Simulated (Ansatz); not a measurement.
Data:

```xyz
7
Lattice="2.7125 1.5660 4.3409 -2.7125 1.5660 4.3409 0.0000 -3.1321 4.3409" Properties=species:S:1:pos:R:3 pbc="T T T"
Ni     0.0000     1.5660     4.3409
Ni    -1.3562    -0.7830     4.3409
Ni     1.3562    -0.7830     4.3409
Sn     0.0000     0.0000     0.0000
Sn     0.0000     0.0000     6.5113
S      0.0000     0.0000     2.8497
S      0.0000     0.0000    10.1729
```

Method: PBEsol, DFPT electron-phonon coupling, linearised Boltzmann equation (plane waves, PAW, scalar-relativistic; Ansatz, a quantum-chemistry and plane-wave program). How the cell was made: relaxed with this functional, without spin-orbit coupling.

Task: Estimate the phonon-limited resistivity at 300 K, by direction if it differs.

Result: 35 (x), 35 (y), 76 (z) μΩ·cm.

Task: How long is the mean free path there?

Result: 6.1 (x), 6.1 (y), 5.5 (z) nm, weighted by the current that each state carries. Wires not much wider than this gain resistivity from their walls.

A metal at this level (no band gap). Only scattering by harmonic phonons is included (no impurities, grain boundaries, electron-electron scattering or thermal expansion). Spin-orbit coupling is left out. The run warned that the eigensolver left some states short of its tolerance. Halving the electron mesh (20x20x20) moves the resistivity by up to 9 % at 300 K, the mean free path by up to 4 %. Smearing 0.20 eV; phonons on a 3x3x3 q mesh, which this run doesn't test.

Formula and space group known from diffraction (Crystallography Open Database), not checked to be the room-temperature form: Ni3Sn2S2 (R-3m). Treated as nonmagnetic (a ferromagnetic start lost its moment, other orders weren't tried): Ni3Sn2S2 (R-3m).
